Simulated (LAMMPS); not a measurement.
MD of HgSe (zinc blende) at zero pressure, 4096 atoms, as a crystal; each row is its own run.

Level of theory: classical MD, pair style sw, file CdTeZnSeHgS0.sw; code LAMMPS.

```csv
T (K),enthalpy (eV/atom)
200,-1.6859
300,-1.6594
470,-1.6137
630,-1.5691
940,-1.4788
1100,-1.4284
1260,-1.3739
```

Fit a straight line, y = a + b x, to these rows (x is the first column, y the second) and predict the run at x = 790.

Least squares gives a = -1.7488 and b = 0.0002923. At x = 790 the fit predicts -1.5179 eV/atom. The run itself gave -1.5231 ± 0.0001 eV/atom, so the fit is 5.2 meV/atom high.

Caution (rows 470; 630; 790; 940; 1100; 1260): a run this short can hold a crystal over, or a liquid under, the potential's own melting point, which these runs don't give.
